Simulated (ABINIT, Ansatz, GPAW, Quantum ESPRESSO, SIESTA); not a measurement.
# Zr2Al (I4/mcm, 6 atoms in the cell) computed with different codes at matched settings

Self-consistent single point.

```
CELL_PARAMETERS angstrom
     -3.40325     3.40325     2.67265
      3.40325    -3.40325     2.67265
      3.40325     3.40325    -2.67265
ATOMIC_POSITIONS crystal
  Zr 0.34860 0.15140 0.50000
  Zr 0.65140 0.84860 0.50000
  Zr 0.15140 0.65140 0.80280
  Zr 0.84860 0.34860 0.19720
  Al 0.25000 0.25000 0.00000
  Al 0.75000 0.75000 0.00000
```

Shared settings, as Ansatz (a program for electronic structure) writes them: kpoints.mp_grid.grid = 3 3 3; scf.occupations.method = gaussian; scf.occupations.width = 0.1 eV. Potentials and cutoffs stand in the table.

```json
[
 {"code": "Ansatz", "model": "PBEsol, PAW files made with PBE", "pressure (GPa)": "-1.27", "largest force (eV/Å)": "0.115", "cutoff": "default"},
 {"code": "GPAW", "model": "PBEsol, GPAW PAW datasets PBEsol (made by gpaw-setup)", "pressure (GPa)": "-1.55", "largest force (eV/Å)": "0.111", "cutoff": "550 eV"},
 {"code": "ABINIT", "model": "PBEsol, norm-conserving pseudopotentials (PseudoDojo nc-sr-04 PBEsol standard)", "pressure (GPa)": "-1.28", "largest force (eV/Å)": "0.121", "cutoff": "33 Ha"},
 {"code": "Quantum ESPRESSO", "model": "PBEsol, PseudoDojo standard norm-conserving (PBESOL) pseudopotentials", "pressure (GPa)": "-1.27", "largest force (eV/Å)": "0.121", "cutoff": "70 Ry"},
 {"code": "SIESTA", "model": "GGA PBEsol, numerical atomic orbitals DZP, PseudoDojo PBEsol standard norm-conserving potentials (rewritten from UPF to PSML)", "pressure (GPa)": "-2.24", "largest force (eV/Å)": "0.126", "cutoff": "grid 400 Ry"}
]
```

The spread over the programs that give each value: pressure within 0.97 GPa; largest force within 0.015 eV/Å.

SIESTA uses small atom-centred bases, whose incompleteness enters pressures, forces and empty levels differently from a plane-wave cutoff. Ansatz's pressure is given at a fixed set of plane waves, as the other plane-wave codes print theirs.

On the base mesh (5 5 5) the same programs gave: Ansatz pressure -1.25 GPa; Quantum ESPRESSO pressure -1.24 GPa; ABINIT pressure -1.25 GPa; GPAW pressure -1.51 GPa; SIESTA pressure -2.23 GPa.

The starting cell comes from a database of computed structures (which also holds hypothetical and non-ambient phases and stackings), without a prior relaxation at this level. Its lattice was rescaled by a random factor within 2.5 % of one.

Left out of this page: CP2K (on another mesh); Elk and FLEUR (not drawn, or without a comparable value).

Keys are those of Ansatz 0.2.
